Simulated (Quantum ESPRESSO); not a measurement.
## Pressure against volume in cubic perovskite BaTiO3 (space group 221) (Quantum ESPRESSO, PBE)

```xyz
5
Lattice="3.9289 0.0000 0.0000 0.0000 3.9289 0.0000 0.0000 0.0000 3.9289" Properties=species:S:1:pos:R:3 pbc="T T T"
Ba     0.0000     0.0000     0.0000
Ti     1.9644     1.9644     1.9644
O      1.9644     0.0000     1.9644
O      0.0000     1.9644     1.9644
O      1.9644     1.9644     0.0000
```

Computed with PBE, GBRV 1.5 ultrasoft (PBE) pseudopotentials (plane waves; Quantum ESPRESSO 7.5). Settings: ecutwfc = 65 Ry; ecutrho = 520 Ry; occupations = smearing; smearing = fermi-dirac; degauss = 0.000734986 Ry; potentials = {Ba: ba_pbe_v1.uspp.F.UPF, Ti: ti_pbe_v1.4.uspp.F.UPF, O: o_pbe_v1.2.uspp.F.UPF}; K_POINTS = automatic 8 8 8 0 0 0; conv_thr = 1e-10 Ry; mixing_beta = 0.4. The cell above is the first row's. The rows scale it uniformly. In all rows fractional positions and the k mesh are held.

```csv
V (Å^3/atom),P (GPa)
12.129,?
12.393,9.69
12.657,5.55
12.920,1.85
13.184,-1.45
13.448,-4.41
13.711,-7.05
13.975,-9.42
14.239,-11.53
```

Task: Fit P against V with a cubic, and predict the withheld value at V = 12.129.

Result: With u = V - 13.3, the rows have u = -0.9070, -0.6430, -0.3800, -0.1160, 0.1480, 0.4110, 0.6750, 0.9390. Least squares gives P = -2.798 - 11.2817·u + 2.4289·u² - 0.3426·u³. Residuals (row less fit): 0.002, -0.001, -0.009, 0.006, 0.006, -0.002, -0.008, 0.004; standard error 0.008 (degrees of freedom: 4). The fitted pressure is zero at V0 = 13.06, where dP/dV = -12.48, so B0 = -V0·dP/dV = 163 GPa. At the withheld row, u = -1.1710, so P = -2.798 - 11.2817 × (-1.1710) + 2.4289 × (-1.1710)² - 0.3426 × (-1.1710)³ = 14.294 GPa. The calculation gives 14.32 GPa, 0.026 GPa above the prediction (0.1 % of the range of P in the table). The row lies outside the fitted rows, so this is an extrapolation. From the scatter of the fitted rows alone, a prediction at this place has a standard error of 0.020 GPa, so the miss is 1.3 times that.

Carrying the step between the two nearest rows on in a straight line would have given 13.83, off by 0.49; series whose last step already gives the withheld value aren't shown. The scan was laid around a cell of about the measured size, scaled by a guess for this functional. This is a high-temperature phase, held here by symmetry. The runs keep the symmetry of the cell, so they don't test it for distortions. Spin-orbit coupling is off. Cutoffs and mesh are single choices, not tested for convergence of this quantity. Series with a scatter that would blur these digits, or in which a gap closes, are not shown.
